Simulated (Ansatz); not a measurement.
Levels about the gap of amorphous Si₃₀N₄₁Al (72 atoms in a cell of 809 Å³, 2.96 g/cm³; zone centre alone, so wide bands show as single levels with stretches between that a denser mesh fills), at the geometry that PBE relaxed, where it gives 3.9 GPa on a denser mesh. Exact exchange is cut at the faces of this small cell, which leaves a finite-size error. The participation number counts the atoms over which a state spreads; weights are charges in smoothed Voronoi cells. The levels come from a single point, so bond lengths are those of that geometry. Method of the levels: HSE06, scalar-relativistic without spin-orbit coupling (Ansatz, an electronic-structure program). Sampling: the zone centre alone; Fermi-Dirac width 0.01 eV; collinear spin, started from moments on atoms (the moments died out). At PBE the levels at the filled edge of the gap are localised (band-tail or defect states), and the nearest spread-out levels lie 2.6 eV apart at the zone centre.

A CHGNet melt-quench gave the starting glass, which DFT then relaxed. N atoms were pushed apart under 1.9 Å during the dynamics, to hinder bonds among them. The hot cell started wider than the set density and was brought back towards it in steps. It is the lowest in DFT energy of 2 quenches. It is a model cell: composition and starting density were chosen by hand, and all elements were melted together. No dispersion term was used. Its density started from a set value of 2.96 and ended at 2.96 g/cm³. Cooling (nominally 380 K/ps over its main leg) ran many orders faster than in experiment, which tends to leave more defects and strain. Values belong to this one cell and scatter from quench to quench. The volume was held where the preparation left it and the shape relaxed, at a PBE pressure of 3.9 GPa. Stress components on the final sampling reach 4.1 GPa. On a 2×2×2 Γ-centred mesh force components of up to 0.15 eV/Å stay, since the relaxation ran on the zone centre alone.

```csv
"E - E(highest filled), eV",filling,spin,participation number,largest on,weight N,weight Si,weight Al
-0.53,filled,up,15.5,"N, 3 neighbours",0.90,0.10,0.00
-0.33,filled,up,17.9,"N, 2 neighbours",0.90,0.10,0.00
-0.33,filled,dn,17.9,"N, 2 neighbours",0.90,0.10,0.00
-0.06,filled,up,7.4,"N, 2 neighbours",0.89,0.10,0.00
-0.06,filled,dn,7.4,"N, 2 neighbours",0.89,0.10,0.00
0.00,filled,up,8.2,"N, 3 neighbours",0.89,0.11,0.00
0.00,filled,dn,8.2,"N, 3 neighbours",0.89,0.11,0.00
3.65,empty,up,15.3,"Si, 4 neighbours",0.48,0.52,0.00
3.65,empty,dn,15.3,"Si, 4 neighbours",0.48,0.52,0.00
4.57,empty,up,34.8,"Si, 4 neighbours",0.48,0.52,0.01
4.57,empty,dn,34.8,"Si, 4 neighbours",0.48,0.52,0.01
4.75,empty,up,27.8,"Si, 4 neighbours",0.44,0.55,0.00
4.75,empty,dn,27.8,"Si, 4 neighbours",0.44,0.55,0.00
4.94,empty,up,31.6,"Si, 4 neighbours",0.45,0.53,0.02
```

Most localised among these is the filled level at -0.06 eV, on a N atom, which has 2 neighbours (Si 1.59 Å, Si 1.61 Å).
